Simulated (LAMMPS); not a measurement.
MD of Ta (bcc) at zero pressure over temperature, 2000 atoms; each row names its start.

Level of theory: classical MD, pair style eam/alloy, file CuTa.eam.alloy (LAMMPS).

```
T (K), start                                 state                    volume                  enthalpy   first peak of g(r)       coordination number                        D(Ta)
-------------  -----------------------------------  ------------------------  ------------------------  -------------------  ------------------------  ---------------------------
100, crystal   crystal; no diffusion seen in 30 ps  18.0309 ± 0.0001 Å³/atom  -8.0641 ± 0.0001 eV/atom  2.86 Å, height 12.6  14.0 (counted to 3.98 Å)                            -
200, crystal   crystal; no diffusion seen in 30 ps  18.0529 ± 0.0002 Å³/atom  -8.0382 ± 0.0001 eV/atom   2.86 Å, height 9.2  14.0 (counted to 3.98 Å)                            -
300, crystal   crystal; no diffusion seen in 30 ps  18.0753 ± 0.0002 Å³/atom  -8.0120 ± 0.0001 eV/atom   2.86 Å, height 7.4  14.0 (counted to 3.98 Å)                            -
1970, crystal  crystal; no diffusion seen in 30 ps  18.5234 ± 0.0008 Å³/atom  -7.5659 ± 0.0006 eV/atom   2.87 Å, height 3.1  14.0 (counted to 4.02 Å)                            -
2470, crystal  crystal; no diffusion seen in 30 ps    18.687 ± 0.001 Å³/atom  -7.4243 ± 0.0003 eV/atom   2.86 Å, height 2.8  14.0 (counted to 4.02 Å)                            -
2960, crystal  crystal; no diffusion seen in 30 ps    18.863 ± 0.002 Å³/atom  -7.2797 ± 0.0005 eV/atom   2.88 Å, height 2.6  14.0 (counted to 4.02 Å)                            -
2960, melt                                  liquid    19.329 ± 0.002 Å³/atom  -7.0100 ± 0.0010 eV/atom   2.82 Å, height 2.4  13.6 (counted to 4.02 Å)  (2.50 ± 0.06) × 10^-5 cm²/s
3290, melt                                  liquid    19.512 ± 0.002 Å³/atom  -6.9049 ± 0.0008 eV/atom   2.81 Å, height 2.3  13.3 (counted to 3.98 Å)  (3.14 ± 0.05) × 10^-5 cm²/s
3620, melt                                  liquid    19.712 ± 0.001 Å³/atom  -6.7977 ± 0.0005 eV/atom   2.81 Å, height 2.3  13.4 (counted to 4.02 Å)  (4.29 ± 0.06) × 10^-5 cm²/s
4110, melt                                  liquid    20.020 ± 0.007 Å³/atom    -6.644 ± 0.002 eV/atom   2.79 Å, height 2.1  13.2 (counted to 4.02 Å)    (6.0 ± 0.1) × 10^-5 cm²/s
4610, melt                                  liquid    20.344 ± 0.005 Å³/atom    -6.489 ± 0.002 eV/atom   2.81 Å, height 2.0  13.3 (counted to 4.06 Å)  (8.20 ± 0.09) × 10^-5 cm²/s
```

Measured linear expansion coefficient: 6.300 1e-6/K at 293 K (Kaye and Laby Online (NPL), 2.3.5 Thermal expansion).

Measured melting point: 3290 K (Wikipedia, Melting points of the elements (data page)).

Caution (row 2960, melt): this liquid lies under the melting point of about 3260 K that EAM-type CuTa.eam.alloy gives, so it is undercooled.

Caution (row 4110, melt): enthalpy drifts during the constant-pressure average: a transition or slow ageing; fluctuation values are void.

From the crystal rows between 100 and 300 K, estimate the mean linear expansion coefficient and the heat capacity. The slope of ln V over three gives 4.1 × 10^-6 /K, and dH/dT = 3.0 kB/atom. Nuclei are classical here, so the heat capacity stays near 3 kB/atom, where a real crystal's falls off below its Debye temperature.

Fit an Arrhenius law to the diffusion of Ta in the liquid. ln D against 1/T from 2960 to 4610 K gives an activation energy of 0.86 eV and D0 = 0.00069 cm²/s.

States go by the mean squared displacement: a species diffuses where it passes 1.5 Å², still rises and gives D over 1e-6 cm²/s; a crystal has left its structure where atoms lie 0.35 Å off their sites on average or a cubic box changes its shape by 3 %, or the axial ratios of another lie 8 % off the starting cell's, which the potential's own relaxation can also do.

Errors of D are the spread over four groups of atoms in one short run; a floor of about 5 %, a picked value, is safer.

Errors shown are sampling errors alone.
